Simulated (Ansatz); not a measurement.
## Defect calculation: S on the Ag site in fcc Ag

Computed with PBE, PAW (plane waves to 420 eV; Ansatz, a quantum-chemistry and plane-wave program). Details: 32-site cell; 6×6×6 shifted k-points; start: the Ag site; finite-size errors of tenths of an eV; the relaxation kept the symmetry of the starting site.

Neighbours after relaxation, in Å: of the S atom: Ag 2.94, Ag 2.94, Ag 2.94, Ag 2.94, Ag 2.94, Ag 2.94, Ag 2.94, Ag 2.94 (the shell may go on).

Formation energies E_f are those of the neutral cell. Chemical conditions: host crystal and elements as references (Δμ(Ag) = 0.00 eV, Δμ(S) = 0.00 eV; S taken from its element, since no compound that bounds it was computed at this level; only phases computed here count, gases as isolated molecules at 0 K). Reference phases: Ag: fcc Ag, S: S8 molecule in a box.

```
charge         moment (μB)  point group  largest move off a lattice site (Å)  E_f, host crystal and elements as references (eV)
------  ------------------  -----------  -----------------------------------  -------------------------------------------------
0       not spin-polarised           Oh                                 0.01                                               0.50
```

Point groups are those of the whole cell at tolerances of 0.03 and 0.1 Å ("near" where only the looser one holds); none is given for unsettled states.

All states together cost about 8 core-minutes (a rough figure).
